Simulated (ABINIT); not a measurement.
Input and output of a self-consistent single point for BeB2 (P1, 3 atoms in the cell) (ABINIT).

Method: PBEsol, norm-conserving pseudopotentials (PseudoDojo nc-sr-04 PBEsol standard) (plane waves; ABINIT).

The change in words: atoms moved at random. Reference geometry:
```
BeB2
1.0
    2.92969     0.00000     0.00000
   -1.46484     2.53719     0.00000
    0.00000     0.00000     2.87733
Be B
1 2
Cartesian
  0.00000   0.00000   0.00000
  0.00000   1.69146   1.43867
  1.46485   0.84573   1.43867
```

Reference input (self-consistent single point, DFT, PBEsol, plane waves, norm-conserving pseudopotentials (PseudoDojo nc-sr-04 PBEsol standard)): pseudos = [Be.upf, B.upf]; ecut = 1197 eV; occopt = 3; tsmear = 0.00499791 Ha; ngkpt = 13 13 11; nshiftk = 1; shiftk = 0 0 0; potentials = PseudoDojo nc-sr-04 PBEsol standard; nband = 10; kptopt = 1; nstep = 80; tolvrs = 1e-11. This run's input differs from it in these lines:

```diff
@@ -3,6 +3,6 @@
 pseudos "Be.upf, B.upf"
-acell 2.9296900201 2.9296900201 2.8773300000 Angstrom
+acell 2.9296900000 2.9296900301 2.8773300000 Angstrom
 rprim
-         1.0000000000   -0.0000000016    0.0000000000
-        -0.4999999986    0.8660254046    0.0000000000
+         1.0000000000    0.0000000000    0.0000000000
+        -0.4999999949    0.8660254068    0.0000000000
          0.0000000000    0.0000000000    1.0000000000
@@ -13,5 +13,5 @@
 xred
-         0.0000000000    0.0000000000    0.0000000000
-         0.3333333333    0.6666666667    0.5000000000
-         0.6666666667    0.3333333333    0.5000000000
+         0.0049610000    0.0027290000    0.0279280000
+         0.3408600000    0.6759520000    0.4809100000
+         0.6541780000    0.3213190000    0.4911610000
 ecut 1197 eV
```

Log, with long lists cut:

```
--- !BeginCycle
solver: {iscf: 7, nstep: 80, nline: 4, wfoptalg: 0, }
tolerances: {tolvrs: 1.00E-11, }
...

     iter   Etot(hartree)      deltaE(h)  residm     vres2
 ETOT  1  -19.697855192726    -1.970E+01 8.932E-02 3.082E+02
 ETOT  2  -19.741727175926    -4.387E-02 5.956E-02 1.227E+01
 ETOT  3  -19.743008576571    -1.281E-03 1.759E-02 8.660E-02
 ETOT  4  -19.743016390293    -7.814E-06 5.195E-03 9.174E-04
 ETOT  5  -19.743016492383    -1.021E-07 2.513E-03 1.962E-05
 ETOT  6  -19.743016494805    -2.422E-09 2.339E-03 2.294E-06
 ETOT  7  -19.743016495148    -3.430E-10 1.082E-03 5.459E-09
 ETOT  8  -19.743016495148    -5.684E-13 1.320E-03 5.174E-11
 ETOT  9  -19.743016495148     1.421E-14 1.959E-03 1.886E-13
 At SCF step    9       vres2   =  1.89E-13 < tolvrs=  1.00E-11 =>converged.

 Cartesian components of stress tensor (hartree/bohr^3)
  sigma(1 1)=  1.69399795E-04  sigma(3 2)= -1.03471869E-05
  sigma(2 2)= -1.38822669E-04  sigma(3 1)= -1.27417053E-05
  sigma(3 3)=  1.57360921E-05  sigma(2 1)=  5.78998749E-05

 ----iterations are completed or convergence reached----

 reduced coordinates (array xred) for    3 atoms
       0.004961000000      0.002729000000      0.027928000000
       0.340860000000      0.675952000000      0.480910000000
       0.654178000000      0.321319000000      0.491161000000
 cartesian forces (eV/Angstrom) at end:
    1     -0.04748841138940    -0.02535411527068    -0.14498357667317
    2     -0.31627812250727    -0.93683328957357     0.29816149508979
   [... lines left out ...]
 Fermi (or HOMO) energy (hartree) =   0.28749   Average Vxc (hartree)=  -0.43506
   [... lines left out ...]
total_energy        : -1.97430164951484E+01
total_energy_eV     : -5.37234800403795E+02
band_energy         : -6.24333957598914E+00
...

-Cartesian components of stress tensor (GPa)         [Pressure= -4.5419E-01 GPa]
- sigma(1 1)=  4.98391320E+00  sigma(3 2)= -3.04424697E-01
- sigma(2 2)= -4.08430324E+00  sigma(3 1)= -3.74873848E-01
- sigma(3 3)=  4.62971735E-01  sigma(2 1)=  1.70347284E+00

 Calculation completed.
```

The run converged in 9 iterations. Against the reference run the free energy rises by 13.8 meV/atom, the pressure goes from -1.69 to -0.45 GPa and the largest force goes from 0.000 to 1.040 eV/Å.

The starting cell comes from a database of computed structures (which also holds hypothetical and non-ambient phases and stackings), without a prior relaxation at this level. For this run, on top of that: atoms moved at random. Forces in this geometry exceed 1 eV/Å.

Cost on one core of a shared machine: roughly 9 min.
